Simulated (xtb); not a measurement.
xtb 6.7.1, GFN2-xTB: W(S)(OH)(OMe)3 (C[O][W]([OH])(=[S])([O]C)[O]C), 19 atoms. The geometry is a generated start, not checked to be a minimum at this level.

| Item | Result |
|---|---|
| method | GFN2-xTB |
| --acc | 1 (default) |
| --etemp (K) | 300 (default) |
| detailed input (--input) | none: ANC optimiser, Lindh (1995) Hessian, microcycle=20, maxdispl=1.0, hlow=0.01 (default) |
| basis functions | 58 |
| valence electrons | 58 |

```xyz
19

W      0.2278     0.8121     0.6228
S      0.5615     2.9642     0.8931
O     -0.3275     0.1297     2.2997
H     -0.1360     0.0804     3.2440
O      1.8392    -0.1004     0.9384
C      1.7437    -1.4831     0.7806
H      1.5162    -1.7331    -0.2747
H      2.6972    -1.9621     1.0474
H      0.9523    -1.8905     1.4461
O      0.6328     0.5544    -1.1805
C      0.0975     1.3448    -2.2106
H      0.3757     2.4011    -2.0447
H      0.4917     1.0159    -3.1830
H     -1.0068     1.2550    -2.2166
O     -1.5718     0.6098     0.1254
C     -1.9448    -0.7263    -0.0372
H     -2.0212    -1.2212     0.9499
H     -2.9255    -0.7877    -0.5299
H     -1.2020    -1.2628    -0.6702
```

Charge 0 and multiplicity 1 are set for this test and not shown to be the ground state.

The structure is relaxed from this start with --opt LEVEL for the levels crude, sloppy, loose, lax, normal, tight, vtight, extreme, once each. Up to the end of the extreme run atoms move by at most 0.27 Å along an axis.

Problem. Which level is enough to come within 1 meV of the tightest end point?

Solution. normal: 12 cycles against 27, ending 0.15 meV above.

```tsv
level	cycles	energy above the extreme run (meV)	gradient norm (eV/Å)
crude	1	9.3	0.084
sloppy	1	9.3	0.084
loose	1	9.3	0.084
lax	1	9.3	0.084
normal	12	0.15	0.019
tight	15	0.048	0.016
vtight	22	under 0.01	0.0068
extreme	27	—	0.0020
```
